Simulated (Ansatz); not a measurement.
Consider Ca vacancy in rock-salt CaO, charge state -2. These are PBE, PAW (plane waves to 420 eV; Ansatz, an electronic-structure program) values and carry that method's errors.

Cell of 64 host sites held at the relaxed PBE lattice; the Γ point alone; Fermi-Dirac width 0.01 eV, spin-restricted; finite-size errors left in. Static, classical nuclei. The charge state is imposed; whether it is stable for some Fermi level was not computed. Forms of the defect that were not tried may lie lower.

Barriers: single points on a 2×2×2 k-point mesh shifted by half a step at the bands' geometries (they differ from the bands' own by up to 0.15 eV, and are uncertain by about as much).

The step: one Ca atom jumps into the vacancy from a nearby Ca site. Atoms about the jump, Cartesian Å from the middle of the jump, before and after:

| atom | x0 | y0 | z0 | x1 | y1 | z1 |
|---|---|---|---|---|---|---|
| Ca1 | 0.00 | 1.14 | 1.14 | 0.00 | -1.14 | -1.14 |
| O2 | 0.00 | -1.21 | 1.38 | 0.00 | -1.38 | 1.21 |
| O3 | 0.00 | 1.38 | -1.21 | 0.00 | 1.21 | -1.38 |
| O4 | -2.59 | -1.21 | -1.21 | -2.41 | -1.20 | -1.20 |
| O5 | -2.41 | 1.20 | 1.20 | -2.59 | 1.21 | 1.21 |
| Ca6 | -2.35 | -1.21 | 1.14 | -2.35 | -1.14 | 1.21 |
| Ca7 | -2.35 | 1.14 | -1.21 | -2.35 | 1.21 | -1.14 |
| Ca8 | 2.35 | -1.21 | 1.14 | 2.35 | -1.14 | 1.21 |
| Ca9 | 2.35 | 1.14 | -1.21 | 2.35 | 1.21 | -1.14 |
| O10 | 2.59 | -1.21 | -1.21 | 2.41 | -1.20 | -1.20 |
| O11 | 2.41 | 1.20 | 1.20 | 2.59 | 1.21 | 1.21 |

Problem. Where do these atoms stand at the saddle point, and how high is it?

Solution. 
```tsv
atom	x	y	z
Ca1	-0.44	0.00	0.00
O2	0.09	-1.43	1.43
O3	0.09	1.44	-1.44
O4	-2.40	-1.08	-1.09
O5	-2.40	1.09	1.09
Ca6	-2.58	-1.31	1.32
Ca7	-2.58	1.32	-1.32
Ca8	2.42	-1.21	1.21
Ca9	2.42	1.21	-1.21
O10	2.56	-1.16	-1.17
O11	2.56	1.17	1.16
```
It lies 1.92 eV above the start and 1.92 eV above the end. The saddle point's order was not checked, and it lies on a symmetry element of the cell, where a band can be held. Symmetry-equivalent saddle points exist between the same ends.
